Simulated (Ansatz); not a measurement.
**A computed series for GaN: response to strain**

Consider GaN in the zinc blende structure (space group F-43m, No. 216).

```
CELL_PARAMETERS angstrom
      0.00000     2.24904     2.24904
      2.24904     0.00000     2.24904
      2.24904     2.24904     0.00000
ATOMIC_POSITIONS crystal
  N  0.75000 0.75000 0.75000
  Ga 0.00000 0.00000 0.00000
```

Cartesian axes are those of the cell as printed.

Strains are applied to the cell and any free atomic positions relax; under stress the whole cell relaxes.

Computed with plane-wave PAW DFT at the PBEsol level (Ansatz, a first-principles code, 420 eV), without spin-orbit coupling.

Candidates:
(a) isotropic strain +1.46 %
(b) uniaxial stress, 2 GPa tension along z
(c) isotropic strain −0.79 %
(d) uniaxial stress, 5 GPa tension along x

Base values:

The band gap is 1.70 eV.

Order them by band gap, lowest first.

(a) isotropic strain +1.46 % (1.43 eV), (d) uniaxial stress, 5 GPa tension along x (1.58 eV), (b) uniaxial stress, 2 GPa tension along z (1.65 eV), (c) isotropic strain −0.79 % (1.85 eV)

Beyond what the load breaks, stability against distortions was not tested. This is not the structure that GaN has at room temperature and ambient pressure.
